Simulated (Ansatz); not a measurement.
A self-consistent single point of YbSi₂Cu₂ (I4/mmm, 5 atoms in the cell) with Ansatz (an electronic-structure program).

Level of theory: LDA (PW92), default PAW files made with PBE (plane waves; Ansatz).

```
CELL_PARAMETERS angstrom
     -1.98782     1.98782     4.82759
      1.98782    -1.98782     4.82759
      1.98782     1.98782    -4.82759
ATOMIC_POSITIONS crystal
  Yb 0.00000 0.00000 0.00000
  Si 0.61924 0.61924 0.00000
  Si 0.38076 0.38076 0.00000
  Cu 0.75000 0.25000 0.50000
  Cu 0.25000 0.75000 0.50000
```

Reference input (self-consistent single point, DFT, LDA (PW92), plane waves, default PAW files made with PBE): basis.ecutwfc = 420 eV; kpoints.mp_grid.grid = 9 9 9; hamiltonian.xc = lda; hamiltonian.pseudopotentials = {kind: paw} (the program's default PAW files); scf.occupations.method = methfessel_paxton; scf.occupations.width = 0.1 eV. This run's input differs from it in these lines:

Ansatz 0.2 input:
```diff
@@ -14,3 +14,3 @@
 kpoints:
-  mp_grid: { grid: [9, 9, 9] }
+  mp_grid: { grid: [18, 18, 18] }
 hamiltonian:
```

Output (repeated stretches shortened):

```
SCF iter   1: F=—  HF=-27898.497153 eV  |F-HF|=—  |Δ(HF+E_count)|=         —  Δρ=3.27e-1  dr2=6.37e1  ethr=3.10e-3  ⟨swp⟩=6.5  Hψ=90740  notcnv=0  defer=7
all-band conjugate gradients solve this SCF's bands
preconditioner: auto → Kerker (q_TF=auto, 2.689 Å⁻¹)
SCF iter   2: F=—  HF=-27893.701220 eV  |F-HF|=—  |Δ(HF+E_count)|=    4.80e0  S|Δr|=    0.00e0  Δρ=1.15e-1  dr2=1.00e1  ethr=3.10e-3  ⟨swp⟩=3.0  Hψ=45628  notcnv=0  defer=827
   [... lines left out ...]
SCF iter  10: F=—  HF=-27892.210561 eV  |F-HF|=—  |Δ(HF+E_count)|=   9.72e-8  S|Δr|=    0.00e0  Δρ=1.93e-5  dr2=3.34e-7  ethr=9.68e-10  ⟨swp⟩=2.2  Hψ=34278  notcnv=0  defer=872
SCF iter  11: F=—  HF=-27892.210560 eV  |F-HF|=—  |Δ(HF+E_count)|=   5.94e-8  S|Δr|=    0.00e0  Δρ=5.33e-6  dr2=1.95e-8  ethr=1.43e-10  ⟨swp⟩=11.9  Hψ=125479  notcnv=0
SCF iter  12: F=-27892.210560 eV  HF=-27892.210560 eV  |F-HF|=3.89e-9  |Δ(HF+E_count)|=   8.42e-9  S|Δr|=    0.00e0  Δρ=2.38e-6  dr2=3.92e-9  ethr=2.79e-11  ⟨swp⟩=5.1  Hψ=77455  notcnv=0
SCF 1 converged in 12 iterations: F = -27892.210560 eV  dr2 = 3.92e-9
Stability not checked (fill_not_monotonic)
Free energy (F): -27892.210560 eV
Internal energy: -27892.212353 eV  (E = F + TS)
E sigma→0 (E₀):  -27892.211009 eV
Entropy (-TS):   0.001793 eV (0.359 meV/atom)
Fermi energy:    13.861584 eV
--- Forces (eV/Å), atoms counted from 1 ---
  atom   1  Yb    -0.00000000     0.00000000    -0.00000000
  atom   2  Si     0.00000000    -0.00000000     0.19843589
  atom   3  Si     0.00000000     0.00000000    -0.19843589
  atom   4  Cu    -0.00000000    -0.00000000     0.00000000
  atom   5  Cu     0.00000000    -0.00000000     0.00000000
--- Stress (GPa, compression-positive) ---
       -5.355810       0.000000       0.000000
        0.000000      -5.355810      -0.000000
       -0.000000      -0.000000      -1.750000
  P = ⅓ Tr σ = -4.1539 GPa (-41.539 kbar)
  The stress holds the Pulay correction. Without it, at fixed plane waves, as pw.x and ABINIT print it: P = -4.2221 GPa
```

The run converged in 12 iterations. Against the reference run the free energy is nearly the same (within 1 meV/atom), the pressure hardly changes (-4.16 to -4.15 GPa) and the largest force goes from 0.235 to 0.198 eV/Å.

The starting cell comes from a database of computed structures (which also holds hypothetical and non-ambient phases and stackings), without a prior relaxation at this level. Its lattice was rescaled by a random factor within 2.5 % of one. Spin polarisation is off. With a pressure of about -4 GPa the cell is away from its equilibrium volume at this level. Ansatz's pressure includes its estimate of the finite-basis (Pulay) stress.

Cost on one core of a shared machine: roughly 40 s.
